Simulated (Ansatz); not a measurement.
A zone-centre phonon calculation of CaGa2 (P6_3/mmc, 6 atoms in the cell) with Ansatz (a first-principles code).

Computed with LDA (PW92), default PAW files made with PBE (plane waves; Ansatz).

```
CaGa2
1.0
    4.46548     0.00000     0.00000
   -2.23274     3.86722     0.00000
    0.00000     0.00000     7.42460
Ca Ga
2 4
Direct
  0.00000   0.00000   0.25000
  0.00000   0.00000   0.75000
  0.33333   0.66667   0.04253
  0.66667   0.33333   0.95747
  0.66667   0.33333   0.54253
  0.33333   0.66667   0.45747
```

Reference input (self-consistent single point, DFT, LDA (PW92), plane waves, default PAW files made with PBE): basis.ecutwfc = 30.9 Ry; kpoints.mp_grid.grid = 9 9 5; hamiltonian.xc = lda; hamiltonian.pseudopotentials = {kind: paw} (the program's default PAW files); scf.occupations.method = fermi_dirac; scf.occupations.width = 0.0073 Ry. This run's input differs from it in these lines:

```diff
@@ -26,6 +26,6 @@
     width: 0.0073 Ry
-output:
-  forces: true
-  eigenvalues: true
-  stress: true
+  convergence:
+    dr2_threshold: 1.0e-11 eV
+phonons:
+  method: dfpt
```

The program printed (abridged):

```
SCF iter   1: F=—  HF=-18376.620747 eV  |F-HF|=—  |Δ(HF+E_count)|=         —  Δρ=6.22e-3  dr2=2.48e-2  ethr=1.77e-3  ⟨swp⟩=9.4  Hψ=22104  notcnv=0
all-band conjugate gradients solve this SCF's bands
preconditioner: auto → Kerker (q_TF=auto, 2.478 Å⁻¹)
SCF iter   2: F=—  HF=-18376.616274 eV  |F-HF|=—  |Δ(HF+E_count)|=   4.47e-3  Δρ=3.01e-3  dr2=7.11e-3  ethr=3.45e-5  ⟨swp⟩=2.5  Hψ=9935  notcnv=0  defer=1
   [... lines left out ...]
SCF iter   8: F=—  HF=-18376.614640 eV  |F-HF|=—  |Δ(HF+E_count)|=   1.60e-8  Δρ=1.86e-6  dr2=5.70e-9  ethr=1.38e-10  ⟨swp⟩=2.0  Hψ=9005  notcnv=0  defer=1
SCF iter   9: F=—  HF=-18376.614640 eV  |F-HF|=—  |Δ(HF+E_count)|=  3.35e-10  Δρ=5.46e-7  dr2=6.38e-10  ethr=7.91e-12  ⟨swp⟩=2.0  Hψ=5684  notcnv=0  defer=1
SCF iter  10: F=—  HF=-18376.614640 eV  |F-HF|=—  |Δ(HF+E_count)|=  3.64e-12  Δρ=1.40e-7  dr2=3.90e-11  ethr=1.00e-12  ⟨swp⟩=2.0  Hψ=5945  notcnv=0  defer=1
SCF iter  11: F=-18376.614640 eV  HF=-18376.614640 eV  |F-HF|=1.46e-11  |Δ(HF+E_count)|=  3.64e-12  Δρ=3.51e-8  dr2=1.71e-12  ethr=1.00e-12  ⟨swp⟩=5.5  Hψ=21900  notcnv=0
SCF 1 converged in 11 iterations: F = -18376.614640 eV  dr2 = 1.71e-12
DFPT response loops at Γ: preconditioner auto → Kerker (q_TF=auto, 2.478 Å⁻¹) (partly filled bands, converged f_vac=0.000) …
Free energy (F): -18376.614640 eV
Internal energy: -18376.583522 eV  (E = F + TS)
E sigma→0 (E₀):  -18376.599081 eV
Entropy (-TS):   -0.031118 eV (-5.186 meV/atom)
Fermi energy:    8.921722 eV
--- Phonons (Γ-DFPT): 4 representative perturbations + reference, on 115 of 405 k-points (Σ response iterations 30) ---
  k mesh reduced under 2 symmetry operations, with k and −k counted as one. Each operation leaves every solved perturbation unchanged …
  ASR residual: 1.317e-4 → 0.000e0 eV/Å²; symmetrization residual: 2.849e-7 eV/Å²
  ASR residual per site (eV/Å²): 1.32e-4 1.32e-4 2.65e-5 2.65e-5 2.65e-5 2.65e-5
  Γ frequencies (cm⁻¹): 0.00 0.00 0.00 89.53 99.08 99.08 125.36 132.14 143.16 143.16 153.56 184.67 184.67 192.59 192.59 207.95 207.95 212.70
  non-analytic LO–TO correction: not included (Born effective charges unavailable; polar crystals: no LO–TO splitting at Γ)
```

The run converged in 11 iterations. 

Summary of the result:
Free energy E − TS (on the zero of these files): -18376.6146 eV
Fermi level (on the code's own zero): 8.92 eV
Zone-centre frequencies (cm⁻¹; negative means imaginary): 0, 0, 0, 90, 99, 99, 125, 132, 143, 143, 154, 185, 185, 193, 193, 208, 208, 213

The starting cell comes from a database of computed structures (which also holds hypothetical and non-ambient phases and stackings), without a prior relaxation at this level. Its lattice was rescaled by up to half a per cent.

Cost on one core of a shared machine: roughly 10 min.

Keys are those of Ansatz 0.2.
